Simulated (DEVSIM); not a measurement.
Device: p-channel Si planar bulk MOSFET with HfO2, at 400 K.

* **Gate length**: 30 nm
* **Source drain length**: 24 nm
* **Dielectric thickness**: 4.1 nm
* **Lateral straggle**: 2.4 nm
* **Underlap**: 0 nm
* **Junction depth**: 14.7 nm
* **Substrate depth**: 124 nm
* **Gate work function**: 5.07 eV
* **Source and drain doping**: 6.1e19 cm⁻³, Gaussian tails under the gate
* **Body doping**: 2.3e18 cm⁻³
* **Lifetime**: 2e-8 s
* **Supply**: 0.7 V

All mobilities are scaled by 0.15; velocity saturation, μ/(1 + (μE/vsat)^b)^(1/b) with b = 2 for electrons and 1 for holes and E the electric field along each mesh edge, is on. Mobility is μmin + (μ − μmin)/(1 + (N/Nref)^α).

The device is made up for the run: typed textbook-type constants, with dimensions and the other settings drawn at random. Values at 300 K; Nc and Nv go as T^1.5, mobilities as T to minus their exponent, the gap by Varshni's rule with the affinity fixed.

Si: gap (eV) 1.124, affinity (eV) 4.05, permittivity 11.7, Nc (cm⁻³) 2.86e19, Nv (cm⁻³) 3.1e19, μn (cm²/Vs) 1417, μp (cm²/Vs) 470, μn,min 52, μp,min 45, Nref,n 9.7e16, Nref,p 2.2e17, αn 0.68, αp 0.72, T exponent of μn 2.3, T exponent of μp 2.2, vsat,n (cm/s) 1e7, vsat,p (cm/s) 8.4e6, Varshni α (eV/K) 0.000473, Varshni β (K) 636. HfO2: gap (eV) 5.7, affinity (eV) 2.5, permittivity 22.

Model (solved in DEVSIM): 2D drift-diffusion, Boltzmann statistics, complete ionisation; no quantum confinement, tunnelling, impact ionisation, self-heating, contact resistance or fringe fields beside the gate. Metal contacts follow the ideal Schottky-Mott rule: no Fermi-level pinning, no interface dipoles.

Transfer curves, |Id| in μA/μm:

| Vg (V) | Vd = -0.05 V | Vd = -0.7 V |
|---|---|---|
| 0.21 | 0.002542 | 0.01451 |
| 0.175 | 0.005290 | 0.02925 |
| 0.14 | 0.01102 | 0.05910 |
| 0.105 | 0.02294 | 0.1194 |
| 0.07 | 0.04753 | 0.2400 |
| 0.035 | 0.09764 | 0.4771 |
| 0 | 0.1975 | 0.9289 |
| -0.035 | 0.3895 | 1.752 |
| -0.07 | 0.7382 | 3.148 |
| -0.105 | 1.323 | 5.350 |
| -0.14 | 2.206 | 8.565 |
| -0.175 | 3.395 | 12.90 |
| -0.21 | 4.836 | 18.40 |
| -0.245 | 6.438 | 25.04 |
| -0.28 | 8.110 | 32.74 |
| -0.315 | 9.786 | 41.43 |
| -0.35 | 11.43 | 51.02 |
| -0.385 | 13.01 | 61.42 |
| -0.42 | 14.51 | 72.56 |
| -0.455 | 15.95 | 84.34 |
| -0.49 | 17.31 | 96.69 |
| -0.525 | 18.59 | 109.5 |
| -0.56 | 19.81 | 122.8 |
| -0.595 | 20.96 | 136.4 |
| -0.63 | 22.05 | 150.3 |
| -0.665 | 23.08 | 164.4 |
| -0.7 | 24.06 | 178.6 |

### Question
Work out the subthreshold swing at low drain bias from the rows at 0.175 and 0.14 V, and compare it with the thermal limit.

### Answer
log10(0.01102/0.005290) = 0.319 over 35.0 mV, so S = 110 mV/decade. The limit kT/q ln 10 is 79.4 mV/decade; the ratio is 1.38. This is the steepest step of the table.

### Question
Find both thresholds at the constant current 0.1 μA × (1 μm/L) a micrometre, and the DIBL.

### Answer
The current is 3.33 μA/μm. Interpolating ln Id gives -0.174 V and -0.074 V; their difference over the 0.65 V of drain bias is 150 mV/V.

Source and drain are degenerate, where Boltzmann statistics are only rough. The electric field that drives the saturation includes the junctions' built-in field, which lowers the mobility there even at small currents: subthreshold currents come out too low, a known weakness of this choice.
